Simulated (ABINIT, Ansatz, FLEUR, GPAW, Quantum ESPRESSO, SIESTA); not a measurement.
# Code comparison for ZrNi₅ (F-43m, 6 atoms in the cell)

Self-consistent single point.

```yaml
crystal:
  lattice:
    - [0.00000, 3.24604, 3.24604]
    - [3.24604, 0.00000, 3.24604]
    - [3.24604, 3.24604, 0.00000]
  atoms:
    - { symbol: Zr, position: [0.00000, 0.00000, 0.00000] }
    - { symbol: Ni, position: [0.25000, 0.25000, 0.25000], spin: 2.0 }
    - { symbol: Ni, position: [0.62347, 0.62347, 0.62347] }
    - { symbol: Ni, position: [0.12959, 0.62347, 0.62347] }
    - { symbol: Ni, position: [0.62347, 0.62347, 0.12959] }
    - { symbol: Ni, position: [0.62347, 0.12959, 0.62347] }
```
(The spins are starting values, not results.)

All programs got the same cell, k-point mesh and kind of occupations, and the same starting moments (in Ansatz's words: kpoints.mp_grid.grid = 6 6 6; magnetization.spin_polarized = true; scf.occupations.method = gaussian; scf.occupations.width = 0.02 Ry); potentials, basis and cutoffs are each program's usual ones.

```
code                                                                                                                                      model  pressure (GPa)  largest force (eV/Å)  k-points         cutoff
----------------  -----------------------------------------------------------------------------------------------------------------------------  --------------  --------------------  --------  -------------
Quantum ESPRESSO                                                                                   PBEsol, PSlibrary PAW (PBE) pseudopotentials           13.62                 0.293        16          55 Ry
SIESTA            GGA PBEsol, numerical atomic orbitals DZP, PseudoDojo PBEsol standard norm-conserving potentials (rewritten from UPF to PSML)            8.06                 0.260       132    grid 300 Ry
ABINIT                                                           PBEsol, norm-conserving pseudopotentials (PseudoDojo nc-sr-04 PBEsol standard)           12.75                 0.271        16          49 Ha
FLEUR                                                                           PBEsol, all-electron FLAPW (FLEUR), scalar-relativistic valence               –                 0.297        16  Kmax 4 1/bohr
GPAW                                                                                      PBEsol, GPAW PAW datasets PBEsol (made by gpaw-setup)           15.28                 0.310        16         850 eV
Ansatz                                                                                                          PBEsol, PAW files made with PBE           12.75                 0.267        16        30.9 Ry
```

A dash marks a value that a program does not give, or that is left out as unsure.

The spread over the programs that give each value: pressure within 7.22 GPa; largest force within 0.050 eV/Å.

The starting cell comes from a database of computed structures (which also holds hypothetical and non-ambient phases and stackings), without a prior relaxation at this level. Its lattice was rescaled by a random factor within 2.5 % of one. On Ansatz's run: The starting moments vanished: the run ended non-magnetic, which need not be the lowest state. The program warned that a starting moment was not kept. In the base run, with a pressure of about 13 GPa the cell is away from its equilibrium volume at this level.

Why do the programs differ, and what cannot be compared?

Differences of this kind can come from the potentials, where these differ, and from what each basis and cutoff leave unconverged. The valence holds different numbers of electrons (Quantum ESPRESSO 62, SIESTA 102, ABINIT 102, FLEUR 92, GPAW 92, Ansatz (a program for electronic structure) 102). The zero of total energies and Fermi levels follows the potentials and each program's conventions, so they are not compared here. SIESTA uses small atom-centred bases, whose incompleteness enters pressures, forces and empty levels differently from a plane-wave cutoff. FLEUR treats all electrons, but the usual bases taken here (sphere radii, linearisation, local orbitals, empty states) were not tested for convergence, so the values are no reference for the others. Ansatz's pressure is given at a fixed set of plane waves, as the other plane-wave codes print theirs; with its correction for the finite basis it is 12.82 GPa. Ansatz's smearing width was typed in Ry to four decimals, so it matches the others to a few per cent. The programs reduce the same mesh by symmetry to different extents, which changes the work and not the result. In the pressure, SIESTA (by 5.12) and GPAW (by 2.09) lie more than 1 GPa from the median of the plane-wave programs.

Keys are those of Ansatz 0.2.
